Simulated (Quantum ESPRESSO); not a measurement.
# Quick settings and what they miss: MgAl3 (P6_3/mmc, 8 atoms in the cell)

Self-consistent single point.

```
MgAl3
1.0
    5.86160     0.00000     0.00000
   -2.93080     5.07629     0.00000
    0.00000     0.00000     4.67656
Mg Al
2 6
Direct
  0.33333   0.66667   0.75000
  0.66667   0.33333   0.25000
  0.32237   0.16118   0.75000
  0.67763   0.83881   0.25000
  0.16118   0.32237   0.25000
  0.83881   0.67763   0.75000
  0.83881   0.16118   0.75000
  0.16118   0.83881   0.25000
```

Method: PBEsol, SSSP 1.1.2 efficiency (PBE) pseudopotentials (plane waves; Quantum ESPRESSO).

Base settings: ecutwfc = 35 Ry; ecutrho = 280 Ry; occupations = smearing; smearing = fd; degauss = 0.0073499 Ry; input_dft = pbesol; potentials = {Mg: Mg.pbe-n-kjpaw_psl.0.3.0.UPF, Al: Al.pbe-n-kjpaw_psl.1.0.0.UPF}; K_POINTS = automatic 7 7 7 0 0 0; conv_thr = 1e-10 Ry; mixing_beta = 0.3.

Tight run (finer mesh or higher cutoff; not a proven limit): ecutwfc: 35 Ry → 49 Ry; ecutrho: 280 Ry → 392 Ry; conv_thr: 1e-10 Ry → 7.3e-11 Ry; K_POINTS: automatic 7 7 7 0 0 0 → automatic 10 10 10 0 0 0. It gave Fermi level (on the code's own zero) 6.80 eV; pressure 0.62 GPa; largest force (vector length) 0.066 eV/Å.

Quick runs, as changes from the base:
- A: the base itself
- B: ecutwfc: 35 Ry → 24 Ry; ecutrho: 280 Ry → 120 Ry; input_dft: pbesol → default; conv_thr: 1e-10 Ry → 7.3e-05 Ry; pseudopotentials: {Mg: Mg.pbe-n-kjpaw_psl.0.3.0.UPF, Al: Al.pbe-n-kjpaw_psl.1.0.0.UPF} → {Mg: mg_lda_v1.4.uspp.F.UPF, Al: al_lda_v1.uspp.F.UPF}; K_POINTS: automatic 7 7 7 0 0 0 → automatic 3 3 3 0 0 0 [LDA (PZ)]
- C: K_POINTS: automatic 7 7 7 0 0 0 → automatic 4 4 4 0 0 0
- D: ecutwfc: 35 Ry → 32 Ry; ecutrho: 280 Ry → 160 Ry; smearing: fd → gauss; degauss: 0.0073499 Ry → 0.036749 Ry; input_dft: pbesol → default; pseudopotentials: {Mg: Mg.pbe-n-kjpaw_psl.0.3.0.UPF, Al: Al.pbe-n-kjpaw_psl.1.0.0.UPF} → {Mg: mg_lda_v1.4.uspp.F.UPF, Al: al_lda_v1.uspp.F.UPF}; K_POINTS: automatic 7 7 7 0 0 0 → automatic 2 2 2 0 0 0 [LDA (PZ)]
- E: ecutwfc: 35 Ry → 24 Ry; ecutrho: 280 Ry → 192 Ry; smearing: fd → mp; degauss: 0.0073499 Ry → 0.019992 Ry; K_POINTS: automatic 7 7 7 0 0 0 → automatic 4 4 4 1 1 1
- F: ecutwfc: 35 Ry → 17.5 Ry; ecutrho: 280 Ry → 140 Ry; degauss: 0.0073499 Ry → 0.036749 Ry; conv_thr: 1e-10 Ry → 7.3e-05 Ry; K_POINTS: automatic 7 7 7 0 0 0 → automatic 8 8 8 1 1 1

Energies are extrapolated to zero smearing width, which holds to low order in the width alone (under cold and Methfessel-Paxton smearing the free energy itself is taken).

Dashes: energy of B, D, another energy zero; time of B, D, E, F, under 30 s.

† marks runs with another functional, U, potentials or spin treatment: their distance from the tight run is not a convergence error alone.

The count of work is k-points × plane waves × bands × iterations; it is no time. Core times come from one kind of shared machine and are given to one figure; runs under 30 s give none.

The starting cell comes from a database of computed structures (which also holds hypothetical and non-ambient phases and stackings), without a prior relaxation at this level. Its lattice was rescaled by a random factor within 2.5 % of one.

| run | energy less tight (meV/atom) | pressure less tight (GPa) | largest miss in a force vector (eV/Å) | count of work / tight | core time / tight (rough) |
|---|---|---|---|---|---|
| A | -1.3 | 0.01 | 0.035 | 0.25 | 0.4 |
| B† | – | -22.97 | 0.056 | 0.013 | – |
| C | 18.1 | -0.21 | 0.081 | 0.069 | 0.2 |
| D† | – | -3.99 | 0.180 | 0.028 | – |
| E | -9.2 | 0.02 | 0.175 | 0.043 | – |
| F | 5.7 | 0.96 | 0.011 | 0.055 | – |

Among the runs at the tight run's level, the energy misses run from 1.3 to 18.1 meV/atom.
